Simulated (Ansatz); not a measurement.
# KI: band gap against strain

KI (rock salt, Fm-3m, 42.978 Å³/atom and stress up to 0.01 GPa in the relaxed cell, cube axes along x, y and z) under an equal strain ε along all three axes. PBEsol in Ansatz, a plane-wave DFT program (PAW, default set), 420 eV, 8×8×8 Γ-centred mesh, Fermi-Dirac smearing 0.05 eV; ions are relaxed, or left where forces stay under 0.02 eV/Å, within the symmetry of each cell. Gaps are the smallest over the k-mesh and a band path, without spin-orbit coupling; in all rows the valence edge lies at Γ and the conduction edge at Γ.

Here s stands for strain and Eg for gap.

```csv
strain (%),gap (eV)
-3.00,?
-1.50,3.977
-1.00,3.941
-0.50,3.907
0.00,3.873
0.50,3.841
1.00,3.809
1.50,3.779
```

Question: Using a straight line, estimate the missing Eg at s = -3.00 from the other rows, showing the fit.

Answer: Means: s 0, Eg 3.8753. About the means, the sum of products is -0.46200 and the sum of squares of s is 7.0000; the slope is their ratio. Least squares gives Eg = 3.8753 - 0.06600·s. Residuals (row less fit): 0.0027, -0.0003, -0.0013, -0.0023, -0.0013, -0.0003, 0.0027; standard error 0.0022 (degrees of freedom: 5). Over these rows the gap moves by -6.60 ± 0.08 eV per unit strain, or -2.2 eV per unit of ln V. At the withheld row, Eg = 3.8753 - 0.06600 × (-3.0) = 4.0733 eV. The calculation gives 4.090 eV, 0.0167 eV above the prediction (5.4 % of the range of Eg in the table). The row lies outside the fitted rows, so this is an extrapolation. From the scatter of the fitted rows alone, a prediction at this place has a standard error of 0.0034 eV, so the miss is 4.9 times that.

A polynomial of degree 2 through the 12 other runs of the series gives 4.089 there, so most of the miss is curvature that the fit leaves out. Other structures, which can take over under pressure, weren't tried. Spin-orbit coupling is left out, which can shift this property for KI. Rows are the converged runs of the series near zero and its far end; series whose fitted rows scatter by over a few per cent of the range, as at a crossing or softening among them, aren't shown in this form, nor equations of state whose B0' disagrees with the runs' pressures. Most that stay on the fit to the last digits aren't either.
